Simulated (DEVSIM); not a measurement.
Structure: illuminated Si n-on-p cell, one wavelength, at 300 K.

Layer 1 from the left is Si, thickness (μm) 0.230, Nd (cm⁻³) 1.4e19, τn (s) 6.9e-6, τp (s) 0.00031, absorption coefficient (cm⁻¹) 48000. Layer 2 from the left is Si, thickness (μm) 83.0, Na (cm⁻³) 2e15, τn (s) 0.00033, τp (s) 0.00033, absorption coefficient (cm⁻¹) 48000.

Left contact: ohmic, minority hole recombination velocity 90000 cm/s. Right contact: ohmic, minority electron recombination velocity 4e6 cm/s. Voltage is applied to the left contact. Recombination: SRH at mid-gap, radiative, Auger. Gap narrowing is on: ΔEg = 6.92 meV × (l + √(l² + 0.5)), l = ln(N/1.3e17 cm⁻³), shared equally by both band edges. Light enters at the left, 4e17 photons cm⁻² s⁻¹, one pass, no reflection. Mobility is constant in doping.

The device is made up for the run: typed textbook-type constants, with dimensions and the other settings drawn at random. Values at 300 K.

Si: gap (eV) 1.124, affinity (eV) 4.05, permittivity 11.7, Nc (cm⁻³) 2.86e19, Nv (cm⁻³) 3.1e19, μn (cm²/Vs) 1417, μp (cm²/Vs) 470, B (cm³/s) 4.7e-15, Cn (cm⁶/s) 2.8e-31, Cp (cm⁶/s) 9.9e-32.

Model (solved in DEVSIM): 1D drift-diffusion, Boltzmann statistics, complete ionisation; no tunnelling, impact ionisation, image-force lowering or self-heating.

Dark forward current:

```csv
|V| (V),|J| (A/cm²)
0.05,2.880e-10
0.10,2.144e-9
0.15,1.465e-8
0.20,1.002e-7
0.25,6.894e-7
0.30,4.757e-6
0.35,3.286e-5
0.40,0.0002271
0.45,0.001569
0.50,0.01081
0.55,0.07308
0.60,0.4489
0.65,2.139
0.70,7.368
0.75,19.06
0.80,39.52
0.85,70.00
0.90,111.1
0.95,163.3
1.00,226.7
1.05,301.5
1.10,387.7
1.15,485.2
1.20,594.1
1.25,714.2
1.30,845.5
```

Problem. Work out the local ideality factor n = ΔV / (kT/q · ln(J2/J1)) between the rows 0.15 and 0.20 V, 0.35 and 0.40 V, 1.25 and 1.30 V.

Solution. kT/q = 25.85 mV. From 0.15 to 0.20 V: ln(1.002e-7/1.465e-8) = 1.923, n = 1.01, near the 1 of diffusion or emission over a barrier. From 0.35 to 0.40 V: ln(0.0002271/3.286e-5) = 1.933, n = 1.00, near the 1 of diffusion or emission over a barrier. From 1.25 to 1.30 V: ln(845.5/714.2) = 0.169, n = 11.46.

Problem. What current could the absorbed light give at most, and what share is collected?

Solution. Σ αd = 400, so qΦ(1 − exp(−Σ αd)) = 64.1 mA/cm². The simulated short-circuit current is 60.11 mA/cm², a share of 0.94.

Problem. Estimate the open-circuit voltage by superposition: the voltage at which the dark current equals that short-circuit current.

Solution. Interpolating ln J in the table gives 0.545 V. The simulation gives 0.543 V, the same within the digits that matter. Superposition holds where collection doesn't change with voltage.

Problem. Estimate the fill factor from FF0 = (v − ln(v + 0.72))/(v + 1), v = qVoc/(nkT), with n from the dark curve.

Solution. The rows about Voc, 0.50 and 0.55 V, give n = 1.01, so v = 20.8 and FF0 = 0.813. The simulation gives 0.812, the same within the digits that matter.
